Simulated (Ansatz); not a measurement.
## What As → Ru does to InAs

Take InAs in the zinc blende structure (space group F-43m, No. 216; a = 6.1866 Å) as the base.

Perturbation: Ru takes the place of As on all its sites; the structure is relaxed again.

All numbers come from Ansatz (a first-principles code) PBE, scalar-relativistic without spin-orbit coupling, earlier PAW set. Settings: 13×13×13 k-points, 0.05 eV Fermi–Dirac smearing, for the changed cell.

| quantity | base | changed | shift |
|---|---|---|---|
| volume per atom | 29.60 Å³ | 27.21 Å³ | -2.39 Å³ |
| density | 5.32 g/cm³ | 6.59 g/cm³ | +1.27 g/cm³ |
| space group | F-43m (No. 216) | F-43m (No. 216) | – |
| shortest interatomic distance | 2.679 Å | 2.605 Å | -0.074 Å |
| band gap | zero | zero | – |

Whether these cells are dynamically stable was not tested. As relaxed here, InRu is a hypothetical phase, not in the database extracts checked. The final runs are not spin-polarised. An odd electron count without spin: InRu. InRu has a high density of states at the Fermi level and may be magnetic at this level. The zero or small gap of InAs can change with the level of theory.
